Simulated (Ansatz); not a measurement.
An Ansatz (a program for electronic structure) run: TlSnI3; Ansatz, PBEsol, PAW, cutoff 420 eV, spin-orbit coupling left out, earlier PAW set.

Input:

Ansatz 0.2 input:
```yaml
crystal:
  lattice:
    - [2.257442604, -7.3373022059, 0]
    - [2.257442604, 7.3373022059, 0]
    - [0, 0, 11.6044610653]
  atoms:
    - { symbol: Tl, position: [0.2481964798, 0.7518035202, 0.25] }
    - { symbol: Tl, position: [0.7518035202, 0.2481964798, 0.75] }
    - { symbol: Sn, position: [0, 0, 0] }
    - { symbol: Sn, position: [0, 0, 0.5] }
    - { symbol: I, position: [0.6433146724, 0.3566853276, 0.0566825354] }
    - { symbol: I, position: [0.3566853276, 0.6433146724, 0.9433174646] }
    - { symbol: I, position: [0.3566853276, 0.6433146724, 0.5566825354] }
    - { symbol: I, position: [0.6433146724, 0.3566853276, 0.4433174646] }
    - { symbol: I, position: [0.9226193734, 0.0773806266, 0.25] }
    - { symbol: I, position: [0.0773806266, 0.9226193734, 0.75] }
basis: { ecutwfc: 420, ecutrho_ratio: 4, xc_grid: 2, fft_grid_basis: typed }
kpoints: { mp_grid: { grid: [8, 8, 3] } }
hamiltonian:
  xc: pbesol
  dispersion: none
  pseudopotentials: { azcp: { folder: ./paw }, kind: paw }
scf: { occupations: { method: fermi_dirac, width: 0.05 }, convergence: { dr2_threshold: 0.000000001 } }
output: { forces: true, stress: true }
```

Output (explanatory and most iteration lines left out):

```
Pseudopotential: Tl, paw, valence charge 13
Pseudopotential: Sn, paw, valence charge 14
Pseudopotential: I, paw, valence charge 17
Crystal: 10 atoms, lattice volume = 384.422 Å³
Basis set: ecut = 420 eV, 7529 PW (Γ), exchange–correlation on 108×108×160 points (8 copies of the dense FFT grid, shifted against one another)
Bands: 88, of which v1, the nominal top of the filled ones, is band 78 counted from 1 (77 counted from 0)
Symmetry: 8 space group operations
Space group: Cmcm (ITA 63), of the structure as read, at distance tolerance 7.3e-5 Å
k-points: 42 of 192
Functional: x = pbesol(κ = 0.804, μ = 0.12345679012345678), c = pbesol(β = 0.046)
SCF iter   1: F=—  HF=-79098.513607 eV  |F-HF|=—  |Δ(HF+E_count)|=         —  Δρ=3.31e-2  dr2=1.07e1  ethr=3.10e-3  ⟨swp⟩=7.5  Hψ=15077  notcnv=0
SCF iter   2: F=—  HF=-79095.106157 eV  |F-HF|=—  |Δ(HF+E_count)|=    3.41e0  Δρ=1.09e-2  dr2=1.23e0  ethr=3.10e-3  ⟨swp⟩=3.0  Hψ=6538  notcnv=0  defer=94
SCF 1 converged in 11 iterations: F = -79094.688676 eV  dr2 = 2.95e-10
SCF converged after 11 iterations
Free energy (F): -79094.688676 eV
Internal energy: -79094.688676 eV  (E = F + TS)
E sigma→0 (E₀):  -79094.688676 eV
Entropy (-TS):   -0.000000 eV (-0.000 meV/atom)
Fermi energy:    6.925447 eV
--- Forces (eV/Å), atoms counted from 1 ---
  atom   1  Tl     0.00000000     0.00144186     0.00000000
  atom   2  Tl    -0.00000000    -0.00144186     0.00000000
  atom   3  Sn    -0.00000000     0.00000000     0.00000000
  atom   4  Sn    -0.00000000     0.00000000    -0.00000000
  atom   5  I      0.00000000    -0.00039147    -0.00166301
  atom   6  I     -0.00000000     0.00039147     0.00166301
  atom   7  I      0.00000000     0.00039147    -0.00166301
  atom   8  I     -0.00000000    -0.00039147     0.00166301
  atom   9  I     -0.00000000    -0.00486467     0.00000000
  atom  10  I      0.00000000     0.00486467     0.00000000
--- Stress (GPa, compression-positive) ---
        0.002893      -0.000000      -0.000000
       -0.000000      -0.000673       0.000000
       -0.000000       0.000000       0.005944
  P = ⅓ Tr σ = 0.0027 GPa (0.027 kbar)
```

Spin-orbit coupling, missing from the scalar runs, can matter with I and Tl. No phonon test of stability was made. The cell is TlSnI₃ (space group Cmcm, No. 63; a cell from a computed database, its experimental status unchecked).
